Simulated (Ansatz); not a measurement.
Start from LiNbO3 (space group R3c, No. 161).

```
CELL_PARAMETERS angstrom
      2.56874     1.48306     4.62825
     -2.56874     1.48306     4.62825
      0.00000    -2.96613     4.62825
ATOMIC_POSITIONS crystal
  Li 0.70218 0.70218 0.70218
  Li 0.20218 0.20218 0.20218
  Nb 0.98418 0.98418 0.98418
  Nb 0.48418 0.48418 0.48418
  O  0.62231 0.87636 0.26469
  O  0.87636 0.26469 0.62231
  O  0.26469 0.62231 0.87636
  O  0.76469 0.37636 0.12231
  O  0.37636 0.12231 0.76469
  O  0.12231 0.76469 0.37636
```

Computed with r2SCAN, PAW, 500 eV (Ansatz, an electronic-structure program; spin-orbit coupling left out).

For the base:

```
Item         Value
--------  --------
Pressure  0.00 GPa
```

Perturbation: every lattice vector is shortened by 3.37 %, atoms relaxed at fixed cell.

Task: How does this affect the largest internal atomic displacement, energy relative to the base and pressure?

Result: The largest internal atomic displacement amounts to 0.093 Å; the energy goes up by 45 meV/atom; the pressure (mean of the normal stresses, compression positive) goes from zero to 15.29 GPa.

The cells carry an imposed strain or load. No phonon test of stability was made.
